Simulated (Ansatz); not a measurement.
BAs (I-4m2), r2SCAN with spin-orbit coupling, rigid bands in Ansatz (a program for electronic structure): Condition of this run: biaxial stress in (001) of -9.6 GPa (compression positive) (the target of the relaxation). band gap 0.60 eV, N_c = 1.10e19 cm⁻³ and N_v = 2.64e18 cm⁻³ at 300 K, conductivity masses along y (a = (0.00, 2.47, 2.34) Å; b = (2.47, 0.00, 2.34) Å; c = (2.47, 2.47, 0.00) Å) of 0.222 mₑ (electrons) and 0.234 mₑ (holes). Take k_BT = 0.02585 eV.

Problem. What built-in voltage has an abrupt junction with N_A = 1e17 and N_D = 1e17 cm⁻³, all dopants ionised?

Solution. V_bi = E_g/e − (k_BT/e) ln(N_c N_v/(N_A N_D)) = 0.60 − 0.02585 × 7.97 = 0.39 V. It follows the computed gap one for one.

Problem. Find the intrinsic carrier density and the intrinsic Fermi level.

Solution. n_i = √(N_c N_v) exp(−E_g/2k_BT) = 5.39e18 × exp(−11.60) = 4.9e13 cm⁻³. The level lies (k_BT/2) ln(N_v/N_c) = -18 meV from mid-gap (positive towards the conduction band). Each 0.1 eV added to the gap lowers n_i by a factor of 6.9.

Problem. What thermal injection velocity √(2k_BT/πm) limits a ballistic channel along the direction named?

Solution. 1.14e7 cm/s for electrons and 1.11e7 cm/s for holes, a ratio of √(m_h/m_e) = 1.03, for dilute carriers.

Rigid, parabolic bands with the computed gap; masses take one relaxation time for all states. Geometry: cell and atoms relaxed with PBEsol.
